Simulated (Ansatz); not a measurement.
**SrTiO3: response to strain**

Take SrTiO3 in the cubic perovskite structure (space group Pm-3m, No. 221) as the base.

```
CELL_PARAMETERS angstrom
      3.89114     0.00000     0.00000
      0.00000     3.89114     0.00000
      0.00000     0.00000     3.89114
ATOMIC_POSITIONS crystal
  Sr 0.00000 0.00000 0.00000
  Ti 0.50000 0.50000 0.50000
  O  0.50000 0.00000 0.50000
  O  0.00000 0.50000 0.50000
  O  0.50000 0.50000 0.00000
```

Cartesian axes are those of the cell as printed.

Strains are applied to the cell and any free atomic positions relax; under biaxial strain the out-of-plane vector relaxes too.

Level of theory: PBEsol in Ansatz (plane waves to 420 eV, PAW, no spin-orbit coupling).

Notes on the quantities. energy relative to the base: free energy F.

```csv
"biaxial strain, plane normal [001], relaxed out of plane (%)",energy relative to the base (meV/atom)
0,0.0
0.6,1.0
1.2,?
1.8,8.8
3,23.6
```

Q: Fit ΔE = Aε² + Bε³ (ε in %) to the rows shown and predict the withheld row.

A: Least squares on the printed values gives A = 2.85 and B = -0.078 meV/atom (largest residual 0.0 meV/atom); this predicts 4.0 meV/atom, and the run gives 4.0 meV/atom, in agreement.

No phonon test of stability was made. All final runs are without spin polarisation. Many cubic perovskites are stable only at high temperature; tilts and polar distortions were not tested.

Ansatz is a program for electronic structure.
